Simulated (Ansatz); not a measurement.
System: GaAlN₂ (P3m1, No. 156, 4 atoms in the cell; start mp-1228894). Method: LDA (Ansatz, a program for electronic structure, plane waves, PAW).

Numerical settings: plane-wave cutoff 520 eV, 12×12×8 k mesh (along the axes of the cell as run), Fermi–Dirac smearing 0.01 eV, scalar-relativistic PAW data made under PBE.

Cell (relaxed at this level):

```
CELL_PARAMETERS angstrom
      3.11910     0.00000     0.00000
     -1.55955     2.70122     0.00000
      0.00000     0.00000     5.05308
ATOMIC_POSITIONS crystal
  Al 0.00000 0.00000 0.99947
  Ga 0.66667 0.33333 0.49715
  N  0.66667 0.33333 0.11291
  N  0.00000 0.00000 0.62686
```

### Question
What does this level give for the band gap and bulk modulus B0?

### Answer

- band gap = 3.09 eV (on the SCF k mesh)
- bulk modulus B0 = 208 GPa

Note: the relaxation could not lower the start's symmetry, so the cell can be a saddle point above a distorted one; the bulk modulus is −V dP/dV from two relaxed cells at ±2 % in volume.

Spin–orbit coupling is not included.

Computed values are for the static lattice.

It cost about 80 core-seconds (a rough figure) of CPU time.

A start named mp-… is a Materials Project structure, which need not be a measured phase.
